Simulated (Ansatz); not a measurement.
Consider TiSi2 (space group Fddd, No. 70; a = 4.7791 Å, b = 8.2295 Å, c = 8.5206 Å). Axes: x, y, z lie along a, b, c of the conventional cell.

Method: Ansatz (a program for electronic structure), r2SCAN, PAW, cutoff 500 eV, without spin-orbit coupling.

Modification: every lattice vector is shortened by 2.69 %; the atoms relax in the strained cell.

Predict the stress tensor and what it implies for the stiffness.

Stress of the strained cell less that of the base (GPa, compression positive):
```
   14.5     0.0     0.0
    0.0    12.3     0.0
    0.0     0.0    17.4
```

Then B = −ΔP/(ΔV/V₀) with ΔV/V₀ = -0.0785 gives secant stiffness values (nonlinear terms included at this strain): B (at held cell shape, above the free-shape value) ≈ 187 GPa.

As a check, the harmonic strain energy −½ V₀ Δσ:ε is 52 meV/atom; the computed energy rise is 47 meV/atom.

Stability against distortions was not tested. The final runs are not spin-polarised.
